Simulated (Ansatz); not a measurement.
Ansatz (an electronic-structure program) run on CsPbBr3 (P4mm, 5 atoms in the cell): self-consistent single point.

Method: LDA (PW92), default PAW files made with PBE (plane waves; Ansatz).

```xyz
5
Lattice="5.8407 0.0000 0.0000 0.0000 5.8407 0.0000 0.0000 0.0000 5.8407" Properties=species:S:1:pos:R:3 pbc="T T T"
Cs     0.0000     0.0000     0.0500
Pb     2.9203     2.9203     2.9203
Br     2.9203     0.0000     2.9203
Br     0.0000     2.9203     2.9203
Br     2.9203     2.9203     0.0000
```

Reference input (self-consistent single point, DFT, LDA (PW92), plane waves, default PAW files made with PBE): basis.ecutwfc = 30.9 Ry; kpoints.mp_grid.grid = 4 4 4; hamiltonian.xc = lda; hamiltonian.pseudopotentials = {kind: paw} (the program's default PAW files); scf.occupations.method = fermi_dirac; scf.occupations.width = 0.0007 Ry. This run's input differs from it in these lines:

Ansatz 0.2 input:
```diff
@@ -19,3 +19,3 @@
 scf:
-  occupations: { method: fermi_dirac, width: 0.0007 Ry }
+  occupations: { method: fermi_dirac, width: 0.0367 Ry }
 output:
```

Output (repeated stretches shortened):

```
SCF iter   1: F=—  HF=-25195.019206 eV  |F-HF|=—  |Δ(HF+E_count)|=         —  Δρ=3.97e-3  dr2=3.12e-2  ethr=1.77e-3  ⟨swp⟩=8.4  Hψ=3668  notcnv=0
all-band conjugate gradients solve this SCF's bands
preconditioner: auto → Resta (q_TF=auto, 2.121 Å⁻¹)
SCF iter   2: F=—  HF=-25195.011332 eV  |F-HF|=—  |Δ(HF+E_count)|=   7.87e-3  Δρ=2.12e-3  dr2=7.64e-3  ethr=7.09e-5  ⟨swp⟩=1.2  Hψ=799  notcnv=0
SCF iter   3: F=—  HF=-25195.009491 eV  |F-HF|=—  |Δ(HF+E_count)|=   1.84e-3  Δρ=2.88e-4  dr2=1.58e-4  ethr=1.74e-5  ⟨swp⟩=2.9  Hψ=1078  notcnv=0
SCF iter   4: F=—  HF=-25195.009477 eV  |F-HF|=—  |Δ(HF+E_count)|=   1.35e-5  Δρ=7.24e-5  dr2=1.15e-5  ethr=3.59e-7  ⟨swp⟩=2.1  Hψ=1049  notcnv=0
SCF iter   5: F=—  HF=-25195.009477 eV  |F-HF|=—  |Δ(HF+E_count)|=   2.49e-7  Δρ=1.65e-5  dr2=7.67e-7  ethr=2.61e-8  ⟨swp⟩=2.1  Hψ=1090  notcnv=0
SCF iter   6: F=-25195.009477 eV  HF=-25195.009477 eV  |F-HF|=3.05e-8  |Δ(HF+E_count)|=   4.77e-7  Δρ=4.76e-6  dr2=6.42e-8  ethr=2.27e-10  ⟨swp⟩=9.4  Hψ=3501  notcnv=0
SCF 1 converged in 6 iterations: F = -25195.009477 eV  dr2 = 6.42e-8
Free energy (F): -25195.009477 eV
Internal energy: -25194.537404 eV  (E = F + TS)
E sigma→0 (E₀):  -25194.773441 eV
Entropy (-TS):   -0.472073 eV (-94.415 meV/atom)
Fermi energy:    4.213920 eV
--- Forces (eV/Å), atoms counted from 1 ---
  atom   1  Cs    -0.00000000     0.00000000     0.00491016
  atom   2  Pb    -0.00000000     0.00000000     0.00616427
  atom   3  Br     0.00000000     0.00000000    -0.00780144
  atom   4  Br     0.00000000     0.00000000    -0.00780144
  atom   5  Br     0.00000000     0.00000000     0.00454406
--- Stress (GPa, compression-positive) ---
       -0.653484       0.000000      -0.000000
        0.000000      -0.653484       0.000000
       -0.000000       0.000000      -0.652469
  P = ⅓ Tr σ = -0.6531 GPa (-6.531 kbar)
  The stress holds the Pulay correction. Without it, at fixed plane waves, as pw.x and ABINIT print it: P = -0.6695 GPa
```

The run converged in 6 iterations. Against the reference run the free energy goes down by 22.4 meV/atom, the pressure hardly changes (-0.73 to -0.65 GPa) and the largest force stays at 0.008 eV/Å.

The starting cell has typed, rounded lattice constants, without a prior relaxation at this level. Its lattice was rescaled by up to half a per cent. One atom was moved a little off its site on purpose. Ansatz's pressure includes its estimate of the finite-basis (Pulay) stress. A gap is left out here, as mesh or smearing make it unsure.
